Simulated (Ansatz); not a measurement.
This concerns the formation energy of TiTe2 (CdI2 type, P-3m1) from the elements. Reaction: Ti (hcp) + 2 Te (P3₁21) → TiTe2 (CdI2 type). A negative value means that the right-hand side lies lower. The value is per atom of the solid.

TiTe2 (CdI2 type, P-3m1), 3 atoms in the cell; metallic (partly filled levels) with PBE; spin state with PBE: run without spin, k-point mesh 12×12×6 on the run's own vectors.
```
CELL_PARAMETERS angstrom
      3.69821     0.00000     0.00000
     -1.84911     3.20274     0.00000
      0.00000     0.00000     6.37962
ATOMIC_POSITIONS crystal
  Ti 0.00000 0.00000 0.00000
  Te 0.66667 0.33333 0.72878
  Te 0.33333 0.66667 0.27122
```

Ti (hcp, P6₃/mmc), 2 atoms in the cell; spin state with PBE: run without spin, k-point mesh 24×24×14 on the run's own vectors. Conventional cell: a = b = 2.8870 Å, c = 4.5768 Å, α = β = 90.00°, γ = 120.00°.

Te (P3₁21), 3 atoms in the cell; metallic (partly filled levels) with PBE, k-point mesh 12×12×6 on the run's own vectors. Conventional cell: a = 4.3164 Å, b = 4.3164 Å, c = 5.9666 Å, α = 90.00°, β = 90.00°, γ = 120.00°.

All numbers come from Ansatz (a program for electronic structure), plane waves with PAW, its default PAW set, cutoff 420 eV, 500 eV for r2SCAN. The structures are at rest with PBE+D3(BJ); other levels are single points on them. Neutral cells; Fermi-Dirac smearing of at most 0.10 eV in the solids, energies taken to zero width. The lattices are those relaxed with PBE+D3(BJ), so at other levels the solids can be strained, which adds to the spread. A dispersion term (D3(BJ), or D4 for r2SCAN) was computed beside these levels and is taken off wherever the name lacks it. No zero-point or thermal terms. Spin-orbit coupling is left out.

Q: What value does r2SCAN give?

A: -0.82 eV/atom, for Ti (hcp) + 2 Te (P3₁21) → TiTe2 (CdI2 type).

Q: What do the other levels give, and how wide is the spread?

A: 
```
Level       value (eV/atom)  less r2SCAN
----------  ---------------  -----------
PBE+D3(BJ)            -0.70         0.12
r2SCAN+D4             -0.83        -0.01
```

The levels span 0.13 eV/atom, from r2SCAN+D4 (-0.83) to PBE+D3(BJ) (-0.70).
